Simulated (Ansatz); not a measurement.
**Effect of biaxial strain +2.50 %, plane normal [001], relaxed out of plane on Be**

The parent structure is Be in the hcp (Mg type) structure (space group P6_3/mmc, No. 194; a = 2.2627 Å, c = 3.5664 Å; relaxed with 0.1 eV smearing). Axes: x lies along a and z along c of the hexagonal cell.

Now apply this change: biaxial strain +2.50 %, plane normal [001], relaxed out of plane (Cartesian); in-plane vectors clamped, the third vector and the atoms free.

Method: Kohn–Sham DFT with the PBE functional, run in Ansatz (a quantum-chemistry and plane-wave program) with PAW and 420 eV plane waves, without spin-orbit coupling. Settings: 29×29×16 k-points, 0.1 eV Fermi–Dirac smearing.

| quantity | base | changed | shift |
|---|---|---|---|
| space group | P6_3/mmc (No. 194) | P6_3/mmc (No. 194) | – |
| shortest interatomic distance | 2.211 Å | 2.227 Å | +0.0165 Å |
| band gap | zero | zero | – |
| out-of-plane strain | – | -0.20 % | – |
| ratio −ε⊥/ε∥ | – | 0.08 | – |
| mean in-plane stress (compression positive) | – | -7.6 GPa | – |

Cost of the whole job for the changed cell (relaxation, final SCF and bands): very roughly 26 core-seconds.

No phonon test of stability was made.
